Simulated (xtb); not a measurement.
xtb 6.7.1, GFN1-xTB: In(fmdH)3 (N=C[NH][In]([NH]C=N)[NH]C=N), 19 atoms. The geometry is a generated start, not checked to be a minimum at this level.

* **method**: GFN1-xTB
* **--acc**: 1 (default)
* **--etemp (K)**: 300 (default)
* **detailed input (--input)**: none: ANC optimiser, Lindh (1995) Hessian, microcycle=20, maxdispl=1.0, hlow=0.01 (default)
* **basis functions**: 64
* **valence electrons**: 54

```xyz
19

In     0.0007     0.0024     0.0071
C     -1.9549    -1.7167     0.3581
N     -0.9083    -2.0164    -0.3528
N     -1.9869    -0.5301     0.8896
H     -2.7744    -2.4310     0.5051
H     -0.8666    -2.9358    -0.7702
H     -2.7937    -0.2828     1.4430
C     -0.0622     1.6333    -2.0502
N      0.5105     0.4668    -2.1218
N     -0.5937     1.9649    -0.9109
H     -0.0884     2.3077    -2.9149
H      0.9279     0.2049    -3.0032
H     -1.0350     2.8699    -0.8525
C      2.0101     0.0796     1.6900
N      0.9515     0.8146     1.8619
N      2.0303    -0.6988     0.6485
H      2.8502     0.1156     2.3954
H      0.9322     1.4241     2.6652
H      2.8506    -1.2724     0.5125
```

The structure is relaxed from this start with --opt LEVEL for the levels crude, sloppy, loose, lax, normal, tight, vtight, extreme, once each. Up to the end of the extreme run atoms move by at most 0.60 Å along an axis.

### Question
Which level is enough to come within 5 meV of the tightest end point?

### Answer
vtight: 59 cycles against 61, ending 0.0027 meV above.

```tsv
level	cycles	energy above the extreme run (meV)	gradient norm (eV/Å)
crude	4	38	0.46
sloppy	6	35	0.046
loose	6	35	0.046
lax	6	35	0.046
normal	7	35	0.021
tight	8	35	0.0066
vtight	59	under 0.01	0.0020
extreme	61	—	0.00083
```
